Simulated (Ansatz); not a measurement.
The starting structures come from a database of crystals and need not be the phases stable at ambient conditions.

The decay constant κ of evanescent states in the gap governs leakage through a thin film.

Given:

```xyz
20
Lattice="6.8853 0.0000 0.0000 -2.9732 6.9682 0.0000 -3.2817 0.9403 6.5373" Properties=species:S:1:pos:R:3 pbc="T T T"
Cd    -2.8834     6.2228     5.6887
Cd     3.5138     1.6857     0.8485
Hg     2.2921     5.7950     2.3515
Hg    -1.6617     2.1135     4.1858
Hg     1.8030     2.1148     4.1610
Hg    -1.1726     5.7937     2.3763
S      0.5531     5.6550     5.6508
S      0.0773     2.2535     0.8865
O      5.7813     1.3422     0.7276
O     -5.1509     6.5663     5.8097
O      0.0718     1.7028     5.2403
O      0.5586     6.2057     1.2970
O     -0.6325     6.5399     5.3939
O      1.2629     1.3686     1.1434
O     -2.9801     3.9373     6.1398
O      3.6104     3.9712     0.3975
O     -2.8939     5.6080     3.4733
O      3.5243     2.3005     3.0640
O     -0.1151     3.1840     2.0220
O      0.7454     4.7245     4.5153
```

Space group of this cell: P-1. The cell is taken as given; by r2SCAN its mean pressure is -5.1 GPa.

Transport runs along the normal of the first two printed cell vectors.

The gap is the functional's own. No spin-orbit coupling. Mid-gap values are interpolated on the energy grid.

Task: State the band gap and the smallest decay constant κ at mid-gap according to r2SCAN run with Ansatz (a quantum-chemistry and plane-wave program).

Result: Gap 1.74 eV on a 6×6×6 mesh; κ = 0.322 1/Å, at the zone centre.
